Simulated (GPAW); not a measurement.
GPAW run on NbN (Fm-3m, 2 atoms in the cell): self-consistent single point.

Method of the run: PBE+U, GPAW PAW datasets PBE (gpaw-data 1.0.1) (plane waves; GPAW).

```
NbN
1.0
    0.00000     2.21132     2.21132
    2.21132     0.00000     2.21132
    2.21132     2.21132     0.00000
Nb N
1 1
Direct
  0.50000   0.50000   0.50000
  0.00000   0.00000   0.00000
```

Reference input (self-consistent single point, DFT PBE, plane waves, GPAW PAW datasets PBE (gpaw-data 1.0.1)): mode = pw; ecut = 900 eV; xc = PBE; kpts = 17 17 17; mesh shift (steps) = 0 0 0; occupations.name = fermi-dirac; occupations.width = 0.1 eV; nbands = -10; convergence.density = 1e-05 e/electron; symmetry.symmorphic = false; symmetry.tolerance = 0.0005; maxiter = 120. This run's input differs from it in these lines:

```diff
@@ -14,2 +14,3 @@
             xc='PBE',
+            setups={'Nb': ':d,6.0'},
             kpts=(17, 17, 17),
```

Output, abridged:

```
     iter     time        total  log10-change:
                         energy   eigst   dens
iter:   1 --:--:--   -17.916068
iter:   2 --:--:--   -16.838122   -1.56  -0.90
iter:   3 --:--:--   -14.221192   -1.27  -0.96
iter:   4 --:--:--   -14.271520   -2.89  -1.32
iter:   5 --:--:--   -14.191439   -1.87  -1.37
iter:   6 --:--:--   -14.157748   -3.55  -2.06
iter:   7 --:--:--   -14.159538   -3.25  -2.34
iter:   8 --:--:--   -14.158744c  -4.82  -2.51
iter:   9 --:--:--   -14.158313c  -5.18  -2.72
iter:  10 --:--:--   -14.158642c  -4.84  -2.87
iter:  11 --:--:--   -14.159455c  -4.86  -3.00
iter:  12 --:--:--   -14.159451c  -6.64  -3.61
iter:  13 --:--:--   -14.159451c  -8.09c -3.75
iter:  14 --:--:--   -14.159460c  -6.61  -3.80
iter:  15 --:--:--   -14.159459c  -8.32c -4.71
iter:  16 --:--:--   -14.159459c  -8.79c -4.79
iter:  17 --:--:--   -14.159460c  -8.68c -4.89
iter:  18 --:--:--   -14.159460c -11.10c -5.21c
Converged after 18 iterations.

Dipole moment: (-0.000000, -0.000000, -0.000000) |e|*Ang

Energy contributions relative to reference atoms: (reference = -105387.869293)

Kinetic:         +5.290277
Potential:      -10.966279
External:        +0.000000
XC:              -8.460590
Entropy (-ST):   -0.029524
Local:           -0.008107
SIC:             +0.000000
--------------------------
Free energy:    -14.174222
Extrapolated:   -14.159460

Showing only first 2 kpts
 Kpt  Band  Eigenvalues  Occupancy
  0     7     11.55120    2.00000
  0     8     12.91604    2.00000
  0     9     12.91604    2.00000
  0    10     12.91604    2.00000

  1     7     11.30257    2.00000
  1     8     12.76370    2.00000
  1     9     13.32234    2.00000
  1    10     13.32234    2.00000

Fermi level: 14.90383

No gap
No difference between direct/indirect transitions
Energy (eV): -14.15946

Forces in eV/Ang:
  0 Nb    0.00000    0.00000    0.00000
  1 N     0.00000    0.00000    0.00000

Stress tensor:
    -0.063089     0.000000     0.000000
     0.000000    -0.063089     0.000000
     0.000000     0.000000    -0.063089
Stress (GPa, Voigt): [-10.1079 -10.1079 -10.1079   0.       0.       0.    ]
```

The run converged in 18 iterations. GPAW prints stress with tension positive. 

At such cutoffs GPAW's stress carries a finite-basis (Pulay) error, which enters relaxed cells too; its log prints stress with tension positive.

The starting cell comes from a database of computed structures (which also holds hypothetical and non-ambient phases and stackings), without a prior relaxation at this level. Its lattice was rescaled by a random factor within 2.5 % of one. Spin polarisation is off. The U value is a test value, and with U on an open shell several self-consistent states can exist.

Cost on one core of a shared machine: roughly 70 s.
